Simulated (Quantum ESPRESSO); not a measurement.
A user runs Quantum ESPRESSO on CaY2Te4 (P2/m, 7 atoms in the cell) and asks whether the run is sound. The aim is a self-consistent single point with DFT, LDA (PZ), plane waves, GBRV 1.5 ultrasoft (LDA) pseudopotentials.

Cell that was meant: a = 7.4050 Å, b = 4.3295 Å, c = 7.5708 Å, α = 90.00°, β = 108.01°, γ = 90.00°.

Part of the input:

```fortran
  nat = 7,
  ntyp = 3,
  ecutwfc = 40,
  ecutrho = 80,
  occupations = 'fixed',
  nbnd = 32,
/
```

Log, with long lists cut:

```
     Message from routine set_cutoff:
     ecutrho < 4*ecutwfc, are you sure?
     Message from routine setup:
   [... lines left out ...]
        k(    5) = (  -0.5000000   0.0000000  -0.1625206), wk =   0.1666667
        k(    6) = (  -0.5000000   0.0000000  -0.6767596), wk =   0.1666667
        k(    7) = (  -0.5000000   0.5701193  -0.1625206), wk =   0.3333333
        k(    8) = (  -0.5000000   0.5701193  -0.6767596), wk =   0.3333333

     Dense  grid:    18815 G-vectors     FFT dimensions: (  40,  24,  45)

     Initial potential from superposition of free atoms

     starting charge      55.9870, renormalised to      56.0000

     negative rho (up, down):  1.275E-04 0.000E+00
     Self-consistent Calculation

     iteration #  1     ecut=    40.00 Ry     beta= 0.70

     Threshold (ethr) on eigenvalues was too large:
     Diagonalizing with lowered threshold

     total energy              =    -367.44190556 Ry
     estimated scf accuracy    <       0.13995053 Ry

     iteration #  2     ecut=    40.00 Ry     beta= 0.70

     total energy              =    -367.44187763 Ry
     estimated scf accuracy    <       0.12305325 Ry

     iteration #  3     ecut=    40.00 Ry     beta= 0.70

     total energy              =    -367.47563841 Ry
     estimated scf accuracy    <       0.05333373 Ry

   [... 8 blocks of this kind left out ...]

     iteration # 12     ecut=    40.00 Ry     beta= 0.70

     total energy              =    -367.48395300 Ry
     estimated scf accuracy    <          7.0E-10 Ry

     iteration # 13     ecut=    40.00 Ry     beta= 0.70
     End of self-consistent calculation

     highest occupied, lowest unoccupied level (ev):     6.3338    6.6735

!    total energy              =    -367.48395300 Ry
     estimated scf accuracy    <          4.0E-11 Ry

     convergence has been achieved in  13 iterations

     Forces acting on atoms (cartesian axes, Ry/au):

     atom    1 type  1   force =     0.00000000    0.00000000    0.00000000
     atom    2 type  2   force =     0.00000000    0.00000000    0.00000000
     atom    3 type  2   force =     0.00000000    0.00000000    0.00000000
     atom    4 type  3   force =     0.00072798    0.00000000   -0.00307632
     atom    5 type  3   force =    -0.00072798    0.00000000    0.00307632
   [... lines left out ...]

     Total force =     0.006885     Total SCF correction =     0.000011

          total   stress  (Ry/bohr**3)                   (kbar)     P=        5.86
   0.00001824   0.00000000   0.00000495            2.68        0.00        0.73
   0.00000000   0.00006294   0.00000000            0.00        9.26        0.00
   0.00000495   0.00000000   0.00003836            0.73        0.00        5.64

   JOB DONE.
```

Q: Is anything amiss in this input, and did it matter?

A: The run is not sound. The fault is a density cutoff or grid that is too coarse. The density and potential grid has to resolve products of orbitals and any augmentation charge. To fix it, restore the density cutoff. The run converged in 13 iterations without an error; against the sound input the free energy goes down by 25.0 meV/atom, the pressure goes from -0.55 to 0.59 GPa, the largest force goes from 0.107 to 0.095 eV/Å and the gap on the mesh moves little (0.337 to 0.340 eV).

An input that runs soundly differs in these lines (not the only fix; some lines may just follow from the change or write a value another way):
```diff
-  ecutrho = 80,
+  ecutrho = 320,
```

With that input, the run converged in 13 iterations: free energy E − TS -4999.6986 eV; top of the valence band (on the code's own zero) 6.33 eV; gap on the k-point mesh 0.34 eV; pressure -0.55 GPa; largest force (vector length) 0.107 eV/Å (DFT, LDA (PZ), plane waves, GBRV 1.5 ultrasoft (LDA) pseudopotentials).

On the sound input: the starting cell comes from a database of computed structures (which also holds hypothetical and non-ambient phases and stackings), without a prior relaxation at this level. Its lattice was rescaled by a random factor within 2.5 % of one. Spin-orbit coupling is off.
